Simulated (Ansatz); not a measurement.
**Li under a change: x(K) = 0.75, 4 atoms, R-3m**

Consider Li in the bcc (W type) structure (space group Im-3m, No. 229; a = 3.476 Å).

The other end (x = 1) is K in the bcc (W type) structure (space group Im-3m, No. 229): 76.40 Å³/atom, gap zero.

Perturbation: a fraction x = 0.75 of the Li sites is given to K, ordered in a cell of 4 atoms (starting symmetry R-3m) and fully relaxed.

Calculations: r2SCAN/PAW in Ansatz (an electronic-structure program), no spin-orbit coupling, earlier PAW set. Settings: 11×11×11 k-points, 0.05 eV Fermi–Dirac smearing, for the changed cell.

| quantity | base | changed | shift |
|---|---|---|---|
| volume per atom | 21.00 Å³ | 61.06 Å³ | +40.06 Å³ |
| density | 0.55 g/cm³ | 0.84 g/cm³ | +0.296 g/cm³ |
| shortest interatomic distance | 3.011 Å | 4.268 Å | +1.257 Å |
| band gap | zero | zero | – |
| mixing energy (to 0.01 eV only: unlike meshes or grids) | – | +0.12 eV/atom | – |
| deviation of the volume from the linear (Vegard-type) interpolation | – | -2.4 % | – |

Final structure:

```yaml
crystal:
  lattice:
    - [6.94523, 4.00983, 1.46178]
    - [-6.94523, 4.00983, 1.46178]
    - [0.00000, -8.01966, 1.46178]
  atoms:
    - { symbol: Li, position: [0.00000, 0.00000, 0.00000] }
    - { symbol: K, position: [0.00000, 0.50000, 0.50000] }
    - { symbol: K, position: [0.50000, 0.50000, 0.00000] }
    - { symbol: K, position: [0.50000, 0.00000, 0.50000] }
```

Each cell is one ordered arrangement of few atoms, which overstates ordering effects compared with a random alloy. Stability against distortions was not tested.
